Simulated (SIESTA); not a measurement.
Band structure of Ti (P6_3/mmc, 4 atoms in the cell).

```xyz
4
Lattice="2.9220 0.0000 0.0000 -1.4610 2.5305 0.0000 0.0000 0.0000 9.4015" Properties=species:S:1:pos:R:3 pbc="T T T"
Ti     0.0000     0.0000     0.0000
Ti     0.0000     0.0000     4.7008
Ti     0.0000     1.6870     2.3504
Ti     1.4610     0.8435     7.0511
```

Computed with GGA PBE, numerical atomic orbitals TZP, PseudoDojo PBE standard norm-conserving potentials (rewritten from UPF to PSML) (SIESTA 5.4.2).

Settings: XC.functional = GGA; XC.authors = PBE; potentials = PseudoDojo PBE standard; PAO.BasisSize = TZP; PAO.EnergyShift = 0.01 Ry; MeshCutoff = 350 Ry; kgrid.MonkhorstPack = 9 9 3; OccupationFunction = MP; OccupationMPOrder = 0; ElectronicTemperature = 2320.9 K; MaxSCFIterations = 150; SCF.Mixer.Method = Pulay; SCF.Mixer.Weight = 0.2; SCF.Mixer.History = 6.

The starting cell was generated: these elements placed on a structure prototype, without a prior relaxation; it need not be a known phase or ordering of this composition. Its lattice was rescaled by a random factor within 2.5 % of one. Spin polarisation is off. Values carry the incompleteness of an atom-centred basis.

Levels in eV from the Fermi level, bands 21 to 26:
```csv
point,21,22,23,24,25,26
Γ,0.11,0.14,0.66,0.66,0.72,0.73
M,-1.31,-1.23,-1.05,-0.10,0.06,0.61
K,-1.23,-1.08,-1.08,-0.96,-0.19,0.00
A,0.17,0.17,0.62,0.62,0.79,0.79
L,-1.51,-1.51,-0.23,-0.23,0.70,0.70
H,-1.17,-1.17,-1.14,-1.14,0.05,0.05
```

Bands cross the Fermi level along this path, so the cell is metallic at this level.

Higher empty bands are left out: an atom-centred basis made for the valence describes them poorly.
